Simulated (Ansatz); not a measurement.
System: As vacancy in zinc-blende GaAs (charge state +3). Calculation: PBE, PAW (plane waves to 420 eV; Ansatz, a quantum-chemistry and plane-wave program).

Settings: 64 host sites, the relaxed PBE lattice, one k-point at (0.250, 0.250, 0.250), smearing 0.05 eV, spin-restricted, no image-charge correction. Static, classical nuclei. PBE gaps are too small, and in this host the defect's levels may merge with the bands. The charge state is imposed; whether it is stable for some Fermi level was not computed. Forms of the defect that were not tried may lie lower.

Barriers: single points on a 2×2×2 k-point mesh shifted by half a step at the bands' geometries (they differ from the bands' own by up to 0.13 eV, and are uncertain by about as much).

Relaxed starting cell (atoms counted from 1):

```yaml
crystal:
  lattice:
    - [11.49131, 0.00000, 0.00000]
    - [0.00000, 11.49131, 0.00000]
    - [0.00000, 0.00000, 11.49131]
  atoms:
    - { symbol: Ga, position: [0.99931, 0.99984, 0.99631] }
    - { symbol: Ga, position: [0.97274, 0.97332, 0.52603] }
    - { symbol: Ga, position: [0.99824, 0.50157, 0.99844] }
    - { symbol: Ga, position: [0.00058, 0.50347, 0.49992] }
    - { symbol: Ga, position: [0.50099, 0.99879, 0.99843] }
    - { symbol: Ga, position: [0.50292, 0.00111, 0.49990] }
    - { symbol: Ga, position: [0.50004, 0.50057, 0.00012] }
    - { symbol: Ga, position: [0.50167, 0.50224, 0.50267] }
    - { symbol: As, position: [0.12458, 0.12515, 0.87592] }
    - { symbol: As, position: [0.12456, 0.62569, 0.37538] }
    - { symbol: As, position: [0.12488, 0.62510, 0.87535] }
    - { symbol: As, position: [0.62511, 0.12514, 0.37538] }
    - { symbol: As, position: [0.62454, 0.12537, 0.87533] }
    - { symbol: As, position: [0.62454, 0.62507, 0.37566] }
    - { symbol: As, position: [0.62435, 0.62493, 0.87519] }
    - { symbol: Ga, position: [0.97276, 0.27578, 0.22362] }
    - { symbol: Ga, position: [0.00059, 0.24969, 0.75369] }
    - { symbol: Ga, position: [0.99930, 0.74608, 0.25007] }
    - { symbol: Ga, position: [0.99826, 0.74818, 0.75181] }
    - { symbol: Ga, position: [0.50290, 0.24966, 0.25138] }
    - { symbol: Ga, position: [0.50169, 0.25239, 0.75252] }
    - { symbol: Ga, position: [0.50100, 0.74817, 0.24906] }
    - { symbol: Ga, position: [0.50005, 0.74987, 0.75083] }
    - { symbol: As, position: [0.12821, 0.37778, 0.12333] }
    - { symbol: As, position: [0.12154, 0.37827, 0.62848] }
    - { symbol: As, position: [0.12006, 0.87220, 0.12244] }
    - { symbol: As, position: [0.12822, 0.87310, 0.62804] }
    - { symbol: As, position: [0.62411, 0.37537, 0.12511] }
    - { symbol: As, position: [0.62522, 0.37564, 0.62591] }
    - { symbol: As, position: [0.62414, 0.87407, 0.12432] }
    - { symbol: As, position: [0.62413, 0.87484, 0.62561] }
    - { symbol: Ga, position: [0.27521, 0.97331, 0.22356] }
    - { symbol: Ga, position: [0.24913, 0.00117, 0.75368] }
    - { symbol: Ga, position: [0.24911, 0.50343, 0.25141] }
    - { symbol: Ga, position: [0.25186, 0.50226, 0.75251] }
    - { symbol: Ga, position: [0.74555, 0.99987, 0.25009] }
    - { symbol: Ga, position: [0.74765, 0.99879, 0.75178] }
    - { symbol: Ga, position: [0.74764, 0.50153, 0.24905] }
    - { symbol: Ga, position: [0.74931, 0.50061, 0.75086] }
    - { symbol: As, position: [0.37726, 0.12876, 0.12335] }
    - { symbol: As, position: [0.37771, 0.12212, 0.62841] }
    - { symbol: As, position: [0.37482, 0.62466, 0.12510] }
    - { symbol: As, position: [0.37509, 0.62578, 0.62591] }
    - { symbol: As, position: [0.87165, 0.12066, 0.12239] }
    - { symbol: As, position: [0.87255, 0.12878, 0.62806] }
    - { symbol: As, position: [0.87351, 0.62469, 0.12434] }
    - { symbol: As, position: [0.87429, 0.62469, 0.62562] }
    - { symbol: Ga, position: [0.24931, 0.24982, 0.99737] }
    - { symbol: Ga, position: [0.27645, 0.27707, 0.52736] }
    - { symbol: Ga, position: [0.25108, 0.74857, 0.99883] }
    - { symbol: Ga, position: [0.24930, 0.74713, 0.50007] }
    - { symbol: Ga, position: [0.74795, 0.25165, 0.99879] }
    - { symbol: Ga, position: [0.74658, 0.24983, 0.50009] }
    - { symbol: Ga, position: [0.74881, 0.74935, 0.99959] }
    - { symbol: Ga, position: [0.74799, 0.74856, 0.50186] }
    - { symbol: As, position: [0.37766, 0.37816, 0.37239] }
    - { symbol: As, position: [0.37510, 0.37566, 0.87602] }
    - { symbol: As, position: [0.37727, 0.87310, 0.37901] }
    - { symbol: As, position: [0.37481, 0.87484, 0.87492] }
    - { symbol: As, position: [0.87254, 0.37782, 0.37905] }
    - { symbol: As, position: [0.87429, 0.37536, 0.87493] }
    - { symbol: As, position: [0.87166, 0.87218, 0.37086] }
    - { symbol: As, position: [0.87352, 0.87408, 0.87493] }
```
Cell charge +3.

End state 1 differs by these moves (Å; atoms that move under 0.08 Å are left out):

| atom | element | Δx | Δy | Δz |
|---|---|---|---|---|
| 2 | Ga | 0.31 | 0.26 | -0.30 |
| 4 | Ga | -0.32 | 0.25 | -0.31 |
| 16 | Ga | 0.31 | -0.30 | 0.26 |
| 17 | Ga | -0.32 | -0.31 | 0.25 |
| 25 | As | -0.01 | -2.95 | -2.95 |
| 32 | Ga | -0.28 | 0.28 | 0.28 |
| 35 | Ga | 0.28 | 0.28 | 0.28 |
| 45 | As | -0.01 | -0.08 | -0.09 |
| 49 | Ga | -0.01 | -0.62 | -0.62 |
| 60 | As | -0.01 | -0.09 | -0.08 |

What is the computed forward and backward barriers to end state 1 (PBE, PAW)?

forward 1.95 eV, backward 1.95 eV; at the saddle point atom 25 has neighbours Ga at 2.39, Ga at 2.76, Ga at 2.80, Ga at 2.99, Ga at 3.02 Å. The program found a first-order saddle point.
